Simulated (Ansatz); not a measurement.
Functionals compared on the (110) surface of fcc Pb in its 1x1 cell, outermost plane spacing 1.78 Å in the ideal cut, in Ansatz (plane waves, PAW). The structure was relaxed with PBE; the other rows are single points on it, each with its references at the same level. Cutoff 420 eV (500 eV for r2SCAN).

Set-up: 7 atoms, 10.7 Å thick at the start; mesh 11x8x1; 0.1 eV smearing; dipole correction on; all atoms relaxed; symmetry of the start imposed; no spin, no spin-orbit, no U. These notes are the PBE run's.

```tsv
functional	surface energy (J/m²)	work function of the top face (eV)	rough cost of the single point
PBE	0.34	3.73	–
LDA	0.48	4.04	around 80 core-seconds (rough)
PBEsol	0.44	3.82	roughly 80 core-seconds
RPBE	0.25	3.60	about 80 core-seconds (a rough figure)
r2SCAN	?	?	around 2.6 core-minutes (rough)
```

What belongs in the gaps?


- r2SCAN, surface energy (J/m²): 0.35
- r2SCAN, work function of the top face (eV): 3.81

Ansatz is a first-principles code.
